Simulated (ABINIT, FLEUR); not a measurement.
A FLEUR input for a self-consistent single point of Sn (I4_1/amd, 2 atoms in the cell) (DFT, PBEsol, all-electron FLAPW (FLEUR), scalar-relativistic valence):

Input of the input generator:

```
Sn FLAPW
&input film=f /
-5.6599584001 5.6599584001 3.0787550303
5.6599584001 -5.6599584001 3.0787550303
5.6599584001 5.6599584001 -3.0787550303
1.0
1.0 1.0 1.0

2
50 0.7500000000 0.2500000000 0.5000000000
50 0.0000000000 0.0000000000 0.0000000000

&comp jspins=1 /
&exco xctyp='PBEs' /
&kpt div1=8 div2=8 div3=8 gamma=t /
&end /
```

```xml
<?xml version="1.0" encoding="UTF-8" standalone="no"?>
<fleurInput fleurInputVersion="0.39">
   <comment>
      Sn FLAPW                                                                                            
   </comment>
   <calculationSetup>
      <cutoffs Kmax="3.8" Gmax="15.2" GmaxXC="15.2" numbands="0"/>
      <scfLoop itmax="100" minDistance="0.00001" maxIterBroyd="25" imix="Anderson" alpha="0.05" precondParam="0.0" spinf="2.0"/>
      <coreElectrons ctail="T" frcor="F" kcrel="0" coretail_lmax="0"/>
      <xcFunctional name="PBEs" relativisticCorrections="F"/>
      <magnetism jspins="1"/>
      <soc l_soc="F" theta="0.0" phi="0.0" spav="F"/>
      <expertModes spex="0" secvar="F"/>
      <geometryOptimization l_f="T" forcealpha="1.0" forcemix="BFGS" epsdisp="0.00001" epsforce="0.00001"/>
      <ldaU l_linMix="F" mixParam="0.05" spinf="1.0"/>
   </calculationSetup>
   <cell>
      <bzIntegration valenceElectrons="28.0" mode="gauss" fermiSmearingEnergy="0.00183747">
         <kPointListSelection listName="default-1"/>
         <!-- k-points included here -->
         <xi:include xmlns:xi="http://www.w3.org/2001/XInclude" href="kpts.xml"> </xi:include>
      </bzIntegration>
      <!-- symmetry operations included here -->
      <xi:include xmlns:xi="http://www.w3.org/2001/XInclude" href="sym.xml"> </xi:include>
      <bulkLattice scale="1.0">
         <bravaisMatrix>
            <row-1>   -5.6599584000999998     5.6599584000999998     3.0787550303000000</row-1>
            <row-2>    5.6599584000999998    -5.6599584000999998     3.0787550303000000</row-2>
            <row-3>    5.6599584000999998     5.6599584000999998    -3.0787550303000000</row-3>
         </bravaisMatrix>
      </bulkLattice>
   </cell>
   <atomSpecies>
      <species name="Tin (Sn)" element="Sn" atomicNumber="50">
         <mtSphere radius="2.68" gridPoints="925" logIncrement="0.014"/>
         <atomicCutoffs lmax="10" lnonsphr="8"/>
         <electronConfig flipSpins="F">
            <coreConfig>(1s1/2) (2s1/2) (2p1/2) (2p3/2) (3s1/2) (3p1/2) (3p3/2) (4s1/2) (3d3/2) (3d5/2) (4p1/2) (4p3/2)</coreConfig>
            <valenceConfig>(5s1/2) (4d3/2) (4d5/2) (5p1/2) (5p3/2)</valenceConfig>
            <stateOccupation state="(5p1/2)" spinUp="0.3333333333333" spinDown="0.3333333333333"/>
            <stateOccupation state="(5p3/2)" spinUp="0.6666666666667" spinDown="0.6666666666667"/>
         </electronConfig>
         <energyParameters s="5" p="5" d="5" f="4"/>
         <lo type="SCLO" l="2" n="4" eDeriv="0"/>
      </species>
   </atomSpecies>
   <atomGroups>
      <atomGroup species="Tin (Sn)">
         <relPos label="                   1">-1.000/8.000 1.000/8.000 1.000/4.000</relPos>
         <relPos label="                   2">1.000/8.000 -1.000/8.000 -1.000/4.000</relPos>
         <force calculate="T" relaxXYZ="TTT"/>
      </atomGroup>
   </atomGroups>
   <output dos="F" band="F" slice="F">
      <checks vchk="F" cdinf="F"/>
      <bandDOS minEnergy="-.5*Htr" maxEnergy="0.5*Htr" sigma="0.015" storeEVData="T"/>
      <vacuumDOS vacdos="F" integ="F" star="F" nstars="0" locx1="0.0" locy1="0.0" locx2="0.0" locy2="0.0" nstm="0" tworkf="0.0"/>
      <unfoldingBand unfoldBand="F" supercellX="1" supercellY="1" supercellZ="1"/>
      <plotting iplot="0" polar="F">
         <plot TwoD="T" vec1="  1.0  0.0  0.0" vec2="  0.0  1.0  0.0" vec3="  0.0  0.0  1.0" zero="  0.0  0.0  0.0" file="plot"/>
      </plotting>
      <chargeDensitySlicing numkpt="0" minEigenval="0.0" maxEigenval="0.0" nnne="0" pallst="F"/>
      <specialOutput eonly="F"/>
      <magneticCircularDichroism mcd="F" energyLo="-10.0" energyUp="0.0"/>
   </output>
  <!-- We include the file relax.xml here to enable relaxations (see documentation) -->
  <xi:include xmlns:xi="http://www.w3.org/2001/XInclude" href="relax.xml"> <xi:fallback/> </xi:include>
</fleurInput>
```

### Question
Translate this input to ABINIT.

### Answer
One input that does it (others would too):

```
# Sn, PseudoDojo nc-sr-04 PBEsol standard
pp_dirpath "./"
pseudos "Sn.upf"
acell 3*1.0 Angstrom
rprim
        -2.9951210000    2.9951210000    1.6292070000
         2.9951210000   -2.9951210000    1.6292070000
         2.9951210000    2.9951210000   -1.6292070000
natom 2
ntypat 1
znucl 50
typat 1 1
xcart
        -0.0000000000    5.6599584001    1.5393775152
         0.0000000000    0.0000000000    0.0000000000
ecut 36
ixc -116133
occopt 7
tsmear 0.00183747
nband 19
kptopt 1
ngkpt 8 8 8
nshiftk 1
shiftk 0 0 0
nstep 100
tolvrs 1.0e-10
prtwf 0
prtden 0
enunit 1
```

Basis, cutoffs, solver keys and any potentials are the target program's own. This input uses DFT, PBEsol, plane waves, norm-conserving pseudopotentials (PseudoDojo nc-sr-04 PBEsol standard).

The starting cell comes from a database of computed structures (which also holds hypothetical and non-ambient phases and stackings), without a prior relaxation at this level. Its lattice was rescaled by a random factor within 2.5 % of one.
